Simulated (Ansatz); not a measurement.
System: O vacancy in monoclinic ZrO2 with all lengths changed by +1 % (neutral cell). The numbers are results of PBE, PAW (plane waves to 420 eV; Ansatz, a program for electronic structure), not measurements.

96-site cell at the strained lattice (strain from the relaxed PBE one, atoms relaxed), the Γ point alone, smearing 0.01 eV, spin-restricted, no finite-size correction. Energies are static. The charge state is imposed; whether it is stable for some Fermi level was not computed. Forms of the defect that were not tried may lie lower. The start lies 0.15 eV above the lowest site run (PBE).

Barriers: single points on a 2×2×2 k-point mesh shifted by half a step at the bands' geometries.

The step: one O atom jumps into the vacancy from a nearby O site; the atom moves 2.72 Å along (0.00, -0.14, -0.48) of the unit cell; the moving atom starts with neighbours O at 2.60, O at 2.61; Zr at 2.05, Zr at 2.10, Zr at 2.20 Å and ends with O at 2.58, O at 2.59; Zr at 2.07, Zr at 2.12, Zr at 2.16 Å.

**Question.** Predict the migration barrier of this step from PBE, PAW.

**Answer.** 1.49 eV, the same both ways. At the saddle the moving atom has neighbours Zr at 1.98, Zr at 2.26, Zr at 2.48 Å. The saddle point's order was not checked.
